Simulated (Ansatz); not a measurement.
**Pressure series in hypothetical P4/nmm Co2Si**

The reference is Co2Si (space group P4/nmm, No. 129; a = 3.406 Å, c = 5.694 Å; ferromagnetic; a hypothetical phase, not in the database extracts checked).

Cell and atoms are relaxed at each pressure.

All numbers come from plane-wave PAW DFT at the PBEsol level (Ansatz, a program for electronic structure, 420 eV), scalar-relativistic without spin-orbit coupling.

| pressure (GPa) | volume per atom (Å³/atom) |
|---|---|
| -1 | 11.061 |
| 0 | 11.009 |
| 0.3 | 10.993 |
| 0.7 | 10.973 |
| 1.5 | 10.932 |
| 3 | 10.858 |
| 5 | 10.764 |
| 7.5 | ? |
| 10 | 10.546 |

Q: Fit the third-order Birch–Murnaghan form P(V) = (3B₀/2)[(V₀/V)^(7/3) − (V₀/V)^(5/3)]·[1 + (3/4)(B₀′ − 4)((V₀/V)^(2/3) − 1)] (squares taken in P) to the rows shown and predict the withheld row.

A: Least squares on the printed values gives V₀ = 11.009 Å³/atom, B₀ = 212 GPa, B₀′ = 4.5; this predicts 10.652 Å³/atom, and the run gives 10.652 Å³/atom, in agreement.

The magnetic state is the one reached from the starting moments; the real material's order can differ, and small cells can't hold many antiferromagnetic ones. Load acts through the strain it causes; cell and atoms are relaxed under it. Whether these cells are dynamically stable was not tested. Competing high-pressure phases were not computed.
